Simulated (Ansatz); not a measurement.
# Several settings converged on CaAlSiH (P3m1, 4 atoms in the cell)

```
CELL_PARAMETERS angstrom
      4.13085     0.00000     0.00000
     -2.06542     3.57742     0.00000
      0.00000     0.00000     4.68414
ATOMIC_POSITIONS crystal
  Ca 0.00000 0.00000 0.01059
  Al 0.66667 0.33333 0.45711
  Si 0.33333 0.66667 0.56589
  H  0.66667 0.33333 0.08378
```

Base method: PBEsol, default PAW files made with PBE (plane waves; Ansatz, a quantum-chemistry and plane-wave program).

Base settings: basis.ecutwfc = 420 eV; kpoints.mp_grid.grid = 7 7 5; hamiltonian.xc = pbesol; hamiltonian.pseudopotentials = {kind: paw} (the program's default PAW files); scf.occupations.method = fermi_dirac; scf.occupations.width = 0.01 eV.

The count of work is k-points × plane waves × bands × iterations; it is no time. 

**The cutoff for other potential files**

Level: DFT, PBEsol, plane waves, harder PAW files (source: ansatz) made with PBE.

In this ladder: hamiltonian.pseudopotentials = {kind: paw, source: ansatz}.

The second cell is the first with its lattice scaled by 0.98.

The mesh stays at the base's, so the ladder's end is converged at best in this setting alone.

The first pressure column holds Ansatz's estimate of the finite-basis (Pulay) stress, which hides part of the cutoff error; the other is without it.

Only quantities that move along the ladder and can be compared are tabulated.

```csv
basis.ecutwfc,free energy less the last step's (meV/atom),energy of the compressed cell less the first (meV/atom),pressure (GPa),pressure without the Pulay estimate (GPa),largest difference of a force vector from the last step's (eV/Å),count of work / last
405 eV,934.82,5.34,-1.35,-47.43,0.017,0.11
495 eV,149.95,5.05,-1.27,-10.98,0.004,0.15
630 eV,6.31,5.01,-1.25,-1.89,0.000,0.21
765 eV,0.41,5.02,-1.25,-1.26,0.000,0.27
900 eV,0.29,5.02,-1.25,-1.25,0.000,0.35
1080 eV,0.17,5.01,-1.25,-1.25,0.000,0.47
1350 eV,0.05,5.01,-1.25,-1.25,0.000,0.65
1800 eV,0.00,5.01,-1.25,-1.25,0.000,1.0
```

Coarsest basis.ecutwfc that holds the free energy within 1 meV/atom of the last step, with all finer ones: 765 eV, at 0.27 of the last step's count of work; the step before is off by 6.3 meV/atom.

Coarsest basis.ecutwfc that holds the energy of the compressed cell less the first within 0.2 meV/atom of the last step, with all finer ones: 495 eV, at 0.15 of the last step's count of work; the step before is off by 0.33 meV/atom.

Coarsest basis.ecutwfc that holds the forces within 0.005 eV/Å of the last step, with all finer ones: 495 eV, at 0.15 of the last step's count of work; the step before is off by 0.017 eV/Å.

The energy difference between the two cells stays within 1 meV/atom of the last step's from 405 eV on, the total only from 765 eV on: much of the error is common to both cells and cancels.

At the lowest cutoff the pressure without the Pulay estimate lies 46.2 GPa under the last step's, the usual sign of Pulay stress in an incomplete plane-wave basis.

**The relaxed cell against the cutoff**

On CaAlSiH (P3m1, 4 atoms in the cell): atoms on their sites.

In this ladder: relax = cell and atoms.

The mesh stays at the base's, so the ladder's end is converged at best in this setting alone.

Only quantities that move along the ladder and can be compared are tabulated.

| basis.ecutwfc | relaxed volume (Å³/atom) | relaxation steps |
|---|---|---|
| 210 eV | 16.991 | 20 |
| 250 eV | 16.851 | 15 |
| 295 eV | 16.753 | 12 |
| 355 eV | 16.743 | 10 |
| 420 eV | 16.742 | 7 |
| 505 eV | 16.736 | 7 |
| 630 eV | 16.736 | 7 |
| 840 eV | 16.736 | 7 |

Coarsest basis.ecutwfc that holds the relaxed volume within 0.033 Å³/atom of the last step, with all finer ones: 295 eV; the step before is off by 0.12 Å³/atom.

At the lowest cutoff the cell relaxes to a volume 1.5 % larger than at the highest. Ansatz relaxes on a stress corrected for the finite basis.

On the base run: the starting cell comes from a database of computed structures (which also holds hypothetical and non-ambient phases and stackings), without a prior relaxation at this level. Its lattice was rescaled by up to half a per cent. One atom was moved a little off its site on purpose.

Keys are those of Ansatz 0.2.
